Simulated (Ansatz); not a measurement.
A constructed model of the (100) surface of fcc Ni, ferromagnetic, a pseudomorphic layer of Al in the host's stacking (bottom of the slab: a bare face, its two planes held)

These are PBE (plane waves to 420 eV, PAW; Ansatz, a quantum-chemistry and plane-wave program) values and carry that method's errors.

Model: 7-atom slab, 10.7 Å thick at the start, 15x15x1 mesh, Fermi-Dirac 0.1 eV, dipole correction, 2 atoms held, the rest relaxed; held to the start's symmetry, so lower structures may exist; spin-polarised, ending with about 3.3 μB a cell; orders that need a larger cell were not tried, no spin-orbit, no U. It is one candidate, not shown to be the stable structure of the face.

| Quantity | Value |
|---|---|
| work function of the top face | 4.56 eV |
| energy released by relaxation | 0.024 eV |
| magnetic moment of the cell | 3.30 μB |
| cost | roughly 6 core-minutes |
